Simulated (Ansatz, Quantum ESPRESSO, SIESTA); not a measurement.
## NaTlO (P6_3mc, 6 atoms in the cell) computed with different codes at matched settings

Relaxation of cell and atoms.

```yaml
crystal:
  lattice:
    - [3.48439, 0.00000, 0.00000]
    - [-1.74219, 3.01757, 0.00000]
    - [0.00000, 0.00000, 11.39459]
  atoms:
    - { symbol: Na, position: [0.66667, 0.33333, 0.89389] }
    - { symbol: Na, position: [0.33333, 0.66667, 0.39389] }
    - { symbol: Tl, position: [0.33333, 0.66667, 0.11572] }
    - { symbol: Tl, position: [0.66667, 0.33333, 0.61572] }
    - { symbol: O, position: [0.00000, 0.00000, 0.99040] }
    - { symbol: O, position: [0.00000, 0.00000, 0.49040] }
```

Shared settings, as Ansatz (an electronic-structure program) writes them: kpoints.mp_grid.grid = 7 7 2; scf.occupations.method = fixed. Potentials and cutoffs stand in the table.

```tsv
code	model	final volume (Å³/atom)	gap on the mesh (eV)	cutoff
Quantum ESPRESSO	PBEsol, GBRV 1.5 ultrasoft (PBESOL) pseudopotentials	19.48	0.952	40 Ry
SIESTA	GGA PBEsol, numerical atomic orbitals DZP, PseudoDojo PBEsol standard norm-conserving potentials (rewritten from UPF to PSML)	19.81	0.906	grid 300 Ry
Ansatz	PBEsol, PAW files made with PBE	19.81	0.942	default
```

Gaps are read on the mesh.

On Ansatz's run: spin-orbit coupling is off.

The spread over the programs that give each value: final volume within 0.33 Å³/atom; gap on the mesh within 0.046 eV.

SIESTA uses small atom-centred bases, whose incompleteness enters pressures, forces and empty levels differently from a plane-wave cutoff. The programs treat the finite-basis stress differently while the cell relaxes: Ansatz adds an estimate of it.

The starting cell comes from a database of computed structures (which also holds hypothetical and non-ambient phases and stackings), without a prior relaxation at this level.

Left out of this page: GPAW (not drawn, or without a comparable value).

Keys are those of Ansatz 0.2.
